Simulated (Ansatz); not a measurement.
# A computed series for SiC: response to strain

Take SiC in the zinc blende structure (space group F-43m, No. 216) as the base.

```
CELL_PARAMETERS angstrom
      0.00000     2.17817     2.17817
      2.17817     0.00000     2.17817
      2.17817     2.17817     0.00000
ATOMIC_POSITIONS crystal
  Si 0.00000 0.00000 0.00000
  C  0.25000 0.25000 0.25000
```

Strains are applied to the cell and any free atomic positions relax.

Computed with r2SCAN, PAW, 500 eV (Ansatz, a program for electronic structure; no spin-orbit coupling).

Notes on the quantities. energy relative to the base: free energy F.

```json
[
 {"isotropic strain (%)": "-3", "energy relative to the base (meV/atom)": "64.8"},
 {"isotropic strain (%)": "-2.5", "energy relative to the base (meV/atom)": "44.3"},
 {"isotropic strain (%)": "-2", "energy relative to the base (meV/atom)": "?"},
 {"isotropic strain (%)": "-1.5", "energy relative to the base (meV/atom)": "15.5"},
 {"isotropic strain (%)": "-1", "energy relative to the base (meV/atom)": "6.8"},
 {"isotropic strain (%)": "-0.5", "energy relative to the base (meV/atom)": "1.7"},
 {"isotropic strain (%)": "0", "energy relative to the base (meV/atom)": "0.0"}
]
```

Problem. Fit ΔE = Aε² + Bε³ (ε in %) to the rows shown and predict the withheld row.

Solution. Least squares on the printed values gives A = 6.57 and B = -0.21 meV/atom (largest residual 0.0 meV/atom); this predicts 28.0 meV/atom, and the run gives 28.0 meV/atom, in agreement.

Whether these cells are dynamically stable was not tested.
